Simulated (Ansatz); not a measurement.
Base system: BAs in the zinc blende structure (space group F-43m, No. 216; a = 4.784 Å). Axes: x, y, z lie along the cube axes.

Calculations: Ansatz (an electronic-structure program) r2SCAN, no spin-orbit coupling.

Perturbation: the cell is scaled by 0.9750 in all directions; the atoms relax in the strained cell.

Problem. Predict the stress tensor and what it implies for the stiffness.

Solution. Stress of the strained cell less that of the base (GPa, compression positive):
```
  12.48    0.00    0.00
   0.00   12.48    0.00
   0.00    0.00   12.48
```

Then B = −ΔP/(ΔV/V₀) with ΔV/V₀ = -0.0731 gives secant stiffness values (nonlinear terms included at this strain): B ≈ 171 GPa.

As a check, the harmonic strain energy −½ V₀ Δσ:ε is 40 meV/atom; the computed energy rise is 37 meV/atom.

Whether these cells are dynamically stable was not tested.
